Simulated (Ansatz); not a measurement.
The reference is Ca in the fcc (Cu type) structure (space group Fm-3m, No. 225; a = 5.455 Å).

Calculations: Ansatz (a first-principles code) PBEsol, spin-orbit coupling left out.

Base values:

The lattice parameter a is 5.455 Å.

Modification: Cs takes the place of Ca on all its sites; the structure is relaxed again.

Tabulated Pauling electronegativity and covalent radius: Ca 1.00, 1.76 Å; Cs 0.79, 2.44 Å.

Q: Estimate the effect on the lattice parameter a.

A: The lattice parameter a rises by 2.123 Å (5.455 Å → 7.578 Å).

Stability against distortions was not tested. The final runs are not spin-polarised. This is not the structure that Cs has at room temperature and ambient pressure.
